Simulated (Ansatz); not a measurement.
**Quick settings and what they miss: CuPt₇ (Fm-3m, 8 atoms in the cell)**

Self-consistent single point.

```yaml
crystal:
  lattice:
    - [0.00000, 3.84351, 3.84351]
    - [3.84351, 0.00000, 3.84351]
    - [3.84351, 3.84351, 0.00000]
  atoms:
    - { symbol: Cu, position: [0.50000, 0.50000, 0.50000] }
    - { symbol: Pt, position: [0.00000, 0.00000, 0.00000] }
    - { symbol: Pt, position: [0.00000, 0.50000, 0.00000] }
    - { symbol: Pt, position: [0.50000, 0.00000, 0.00000] }
    - { symbol: Pt, position: [0.50000, 0.00000, 0.50000] }
    - { symbol: Pt, position: [0.00000, 0.50000, 0.50000] }
    - { symbol: Pt, position: [0.00000, 0.00000, 0.50000] }
    - { symbol: Pt, position: [0.50000, 0.50000, 0.00000] }
```

Method: PBEsol, PAW files made with PBE (plane waves; Ansatz, an electronic-structure program).

Base settings: basis.ecutwfc = 420 eV; kpoints.mp_grid.grid = 6 6 6; hamiltonian.xc = pbesol; hamiltonian.pseudopotentials = {kind: paw} (the program's default PAW files); scf.occupations.method = cold; scf.occupations.width = 0.2 eV.

Tight run (finer mesh or higher cutoff; not a proven limit): basis.ecutwfc: 420 eV → 590 eV; kpoints.mp_grid.grid: 6 6 6 → 9 9 9; scf.convergence.dr2_threshold: default (1e-07 eV) → 1e-09 eV. It gave Fermi level (on the code's own zero) 23.48 eV; pressure 8.73 GPa.

Quick runs, as changes from the base:
- A: the base itself
- B: basis.ecutwfc: 420 eV → 250 eV; kpoints.mp_grid.grid: 6 6 6 → 1 1 1; scf.occupations.method: cold → methfessel_paxton; scf.occupations.width: 0.2 eV → 0.272 eV; scf.convergence.dr2_threshold: default (1e-07 eV) → 0.001 eV
- C: basis.ecutwfc: 420 eV → 295 eV; kpoints.mp_grid.grid: 6 6 6 → 8 8 8
- D: basis.ecutwfc: 420 eV → 210 eV; kpoints.mp_grid.grid: 6 6 6 → 4 4 4; scf.occupations.method: cold → fermi_dirac; scf.occupations.width: 0.2 eV → 0.136 eV
- E: basis.ecutwfc: 420 eV → 210 eV; kpoints.mp_grid.grid: 6 6 6 → 8 8 8

Energies are extrapolated to zero smearing width, which holds to low order in the width alone.

The count of work is k-points × plane waves × bands × iterations; it is no time. 

Pressures in the table are Ansatz's without its Pulay estimate, at a fixed set of plane waves; the tight run's value above holds the estimate.

The starting cell comes from a database of computed structures (which also holds hypothetical and non-ambient phases and stackings), without a prior relaxation at this level. Its lattice was rescaled by a random factor within 2.5 % of one. Spin polarisation is off. In the base run, with a pressure of about 9 GPa the cell is away from its equilibrium volume at this level.

```
run  energy less tight (meV/atom)  pressure less tight (GPa)  count of work / tight
---  ----------------------------  -------------------------  ---------------------
A                            -1.8                       0.09                   0.25
B                          6369.4                     -75.45                 0.0062
C                           154.7                     -17.94                   0.24
D                          6892.5                    -394.51                  0.039
E                          6953.9                    -398.42                   0.14
```

Among the runs at the tight run's level, the energy misses run from 1.8 to 6953.9 meV/atom.

Left out of this page: 1 run of the series unsound by tests on forces, stress, charge or solver warnings.

Keys are those of Ansatz 0.2.
